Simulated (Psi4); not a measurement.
Psi4 1.11, PBE/def2-svpd: Ag(OMe)(NH3) (C[O][Ag]<-[NH3]), 10 atoms. The geometry is a generated start, not checked to be a minimum at this level.

| Property | Result |
|---|---|
| task | energy |
| method | pbe |
| basis | def2-svpd |
| memory | 3 GB |
| maxiter | 100 |
| keys of the molecule block | symmetry c1 |
| scf_type | df (default) |
| guess | auto, which took SAD (default) |
| scf_initial_accelerator | adiis (default) |
| e_convergence | 1e-06 (default) |
| d_convergence | 1e-06 (default) |
| dft_radial_points | 75 (default) |
| dft_spherical_points | 302 (default) |
| effective core potentials | those of the basis set, past Kr |
| basis functions | 145 |
| grid points | 216946 |

```xyz
10

Ag     0.1033     0.7262    -0.0602
O      0.9484    -0.3592     1.4398
C      0.8539    -1.7406     1.5742
H      1.3406    -2.2830     0.7460
H      1.3639    -2.0306     2.5048
H     -0.1876    -2.0966     1.6460
N     -0.9672     1.8266    -1.7518
H     -1.7632     2.3566    -1.4155
H     -1.3186     1.1396    -2.4096
H     -0.3736     2.4610    -2.2737
```

Charge 0 and multiplicity 1 are set for this test and not shown to be the ground state.

One run each on 2 threads. Values of diis_max_vecs tried: 3, 6, 10 (default), 20.

### Question
Which value of diis_max_vecs needs the fewest SCF iterations, and what happens away from it?

### Answer
Fewest SCF iterations, within one of each other: 6 with 11, 10 (default) with 11, 20 with 11. The count rises to 17 at 3. All converge to one solution.

| diis_max_vecs | SCF iterations | end |
|---|---|---|
| 3 | 17 | same solution |
| 6 | 11 | same solution |
| 10 (default) | 11 | same solution |
| 20 | 11 | same solution |
